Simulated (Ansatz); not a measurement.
## Hypothetical zinc blende KBr: response to strain

Consider KBr in the zinc blende structure (space group F-43m, No. 216; a = 7.311 Å; a hypothetical phase, not in the database extracts checked).

Strains are applied to the cell and any free atomic positions relax.

The values are results of DFT with PBEsol, PAW potentials and a 420 eV plane-wave cutoff in Ansatz (a program for electronic structure), spin-orbit coupling left out, not measurements.

| isotropic strain (%) | pressure (GPa) |
|---|---|
| -5.83 | 2.8 |
| -5.65 | 2.6 |
| -0.7 | ? |
| -0.48 | 0.2 |
| 0 | 0.0 |
| 5.53 | -1.1 |

### Question
Fit P = P₀ − Bδ + Cδ² with δ = (1 + ε)³ − 1 to the rows shown and predict the withheld row.

### Answer
Least squares on the printed values gives P₀ = 0.0 GPa, B = 11.6 GPa, C = 30.2 GPa (largest residual 0.0 GPa); this predicts 0.3 GPa, and the run gives 0.2 GPa, in agreement.

Stability against distortions was not tested.
